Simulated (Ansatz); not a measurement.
Take C in the graphite type structure (space group P6_3/mmc, No. 194; a = 2.458 Å, c = 6.565 Å; layered, stacked along the Cartesian z axis) as the base.

The values are results of plane-wave PAW DFT at the PBEsol-D3(BJ) level (Ansatz, a program for electronic structure, 420 eV), scalar-relativistic without spin-orbit coupling, earlier PAW set, not measurements.

For the base:

```
Quantity    Value
--------  -------
Pressure  0.0 GPa
Band gap     zero
```

Perturbation: every lattice vector is stretched by 0.59 %; the atoms relax in the strained cell.

Problem. What does the calculation give for the energy relative to the base, pressure and band gap after the change?

Solution. The energy goes up by 2.5 meV/atom; the pressure (mean of the normal stresses, compression positive) goes from zero to -5.2 GPa; the band gap remains zero.

A case with no gap was solved on a k-mesh chosen for an insulator, which is coarse for it. No phonon test of stability was made.
